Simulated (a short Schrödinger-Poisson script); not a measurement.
## MOS inversion layer, Si3N4 on p-type Si(111)

Stack: MOS inversion layer, Si3N4 on p-type Si(111), at 300 K.

```tsv
layer	material	thickness (nm)	Na (cm⁻³)
1	Si3N4	2.1	-
2	Si	940	5.2e16
```

The device is made up for the run: typed textbook-type constants, with dimensions and the other settings drawn at random. Si3N4: permittivity 7.5, conduction-band edge (eV) 1.95, gap (eV) 5.1, electron mass (mₑ) 0.5. Si: permittivity 11.7, conduction-band edge (eV) 0, gap (eV) 1.124, Nv at 300 K (cm⁻³) 3.1e19.

Channel valleys (confinement mass, in-plane density-of-states mass, number): Δ6 0.258, 0.358, 6. At the gate the conduction-band edge of layer 1 lies 2.29 eV − eVg above the Fermi level of the channel; the field vanishes at the back. Gaps are held at their typed values at every temperature. Mesh 0.03 nm at interfaces.

Solved with a short Schrödinger-Poisson script written for these runs: 1D Poisson equation in equilibrium, electrons quantum, Hartree (BenDaniel-Duke, 12 states a valley, the channel's in-plane mass for all, wave functions free to enter the dielectric), parabolic valleys, classical holes, full ionisation, no traps, pinning or gate leakage.

| Vg (V) | electrons (cm⁻²) | C (μF/cm²) | Δ6 E0 (meV) | Δ6 E1 (meV) |
|---|---|---|---|---|
| 0.1 | 9.21e7 | 0.0794 | 327.7 | 370.1 |
| 0.15 | 5.71e8 | 0.0794 | 280.3 | 323.8 |
| 0.2 | 3.52e9 | 0.0935 | 232.9 | 277.5 |
| 0.25 | 2.08e10 | 0.182 | 186.7 | 232.4 |
| 0.3 | 1.01e11 | 0.500 | 145.6 | 192.9 |
| 0.35 | 3.17e11 | 0.966 | 115.3 | 165.3 |
| 0.4 | 6.70e11 | 1.32 | 95.3 | 148.7 |
| 0.45 | 1.12e12 | 1.55 | 81.4 | 138.4 |
| 0.5 | 1.62e12 | 1.71 | 71.0 | 131.6 |
| 0.55 | 2.18e12 | 1.83 | 62.8 | 126.9 |
| 0.6 | 2.76e12 | 1.92 | 56.0 | 123.5 |
| 0.65 | 3.37e12 | 2.00 | 50.2 | 120.9 |
| 0.7 | 4.01e12 | 2.06 | 45.2 | 119.0 |
| 0.75 | 4.66e12 | 2.12 | 40.8 | 117.5 |
| 0.8 | 5.33e12 | 2.16 | 36.8 | 116.3 |
| 0.85 | 6.01e12 | 2.20 | 33.1 | 115.4 |
| 0.9 | 6.70e12 | 2.24 | 29.8 | 114.6 |
| 0.95 | 7.40e12 | 2.27 | 26.7 | 114.1 |
| 1 | 8.12e12 | 2.30 | 23.8 | 113.6 |
| 1.05 | 8.84e12 | 2.33 | 21.1 | 113.3 |
| 1.1 | 9.57e12 | 2.35 | 18.6 | 113.0 |

Subbands count from the Fermi level.
